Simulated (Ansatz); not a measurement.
## Effect of uniaxial stress, 5 GPa tension along x on TiO2

The parent structure is TiO2 in the anatase structure (space group I4_1/amd, No. 141; a = 3.778 Å, c = 9.584 Å). Axes: x, y, z lie along a, b, c of the conventional cell.

One thing is altered: uniaxial stress, 5 GPa tension along x, with the cell and atoms free to relax against it.

All numbers come from r2SCAN (Ansatz, a quantum-chemistry and plane-wave program, PAW, no spin-orbit coupling). Settings: 12×12×12 k-points, 0.05 eV Fermi–Dirac smearing.

| quantity | base | changed | shift |
|---|---|---|---|
| volume per atom | 11.40 Å³ | 11.46 Å³ | +0.066 Å³ |
| shortest interatomic distance | 1.933 Å | 1.926 Å | -0.007 Å |
| energy relative to the base (free energy F) | 0 meV/atom | +3.7 meV/atom | +3.7 meV/atom |
| band gap | 2.53 eV | 2.47 eV | -0.06 eV |
| gap character | – | indirect, k = (0, 0, 0.417) in the run's primitive reciprocal basis → Γ | – |
| smallest direct gap | 2.87 eV | 2.81 eV | -0.06 eV |
| strain response (xx, yy, zz) | – | (+2.09, −0.40, −1.09) % | – |
| secant Young's modulus along x | – | 240 GPa | – |
| mean lateral Poisson ratio | – | 0.36 | – |

Final structure:

```yaml
crystal:
  lattice:
    - [-1.92850, 1.88137, 4.73979]
    - [1.92850, -1.88137, 4.73979]
    - [1.92850, 1.88137, -4.73979]
  atoms:
    - { symbol: Ti, position: [0.49752, 0.49752, 0.00000] }
    - { symbol: Ti, position: [0.25248, 0.75248, 0.50000] }
    - { symbol: O, position: [0.29161, 0.29161, 0.00000] }
    - { symbol: O, position: [0.04111, 0.54111, 0.50000] }
    - { symbol: O, position: [0.45839, 0.95839, 0.50000] }
    - { symbol: O, position: [0.70889, 0.70889, 0.00000] }
```

Stability under load was not tested beyond the relaxation. All final runs are without spin polarisation. Labels are those of the standard path for the cell's own space group.
